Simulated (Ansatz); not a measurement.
The structure below was relaxed with Kohn–Sham DFT with the PBE functional, run in Ansatz (a first-principles code) with PAW and 420 eV plane waves, without spin-orbit coupling.

```yaml
crystal:
  lattice:
    - [-2.09757, 2.09757, 2.09757]
    - [2.09757, -2.09757, 2.09757]
    - [2.09757, 2.09757, -2.09757]
  atoms:
    - { symbol: Na, position: [0.00000, 0.00000, 0.00000] }
```

Find the space group and the Wyckoff positions.

Space group Im-3m (No. 229); a = 4.195 Å, b = 4.195 Å, c = 4.195 Å, α = 90.00°, β = 90.00°, γ = 90.00°

```
atom  site  symmetry       x       y       z
----  ----  --------  ------  ------  ------
Na      2a      m-3m  0.0000  0.0000  0.0000
```

Describe the coordination.

The crystal has 2 atoms in its conventional cell. Cell: a = b = c = 4.195 Å, α = β = γ = 90.00°. Na is surrounded by 8 Na at 3.633 Å and 6 Na at 4.195 Å. (Neighbours: up to the widest gap in distance over summed covalent radii, below 1.35, at either atom.)

Stability against distortions was not tested. The cell was made from Cs by this change: Cs → Na.
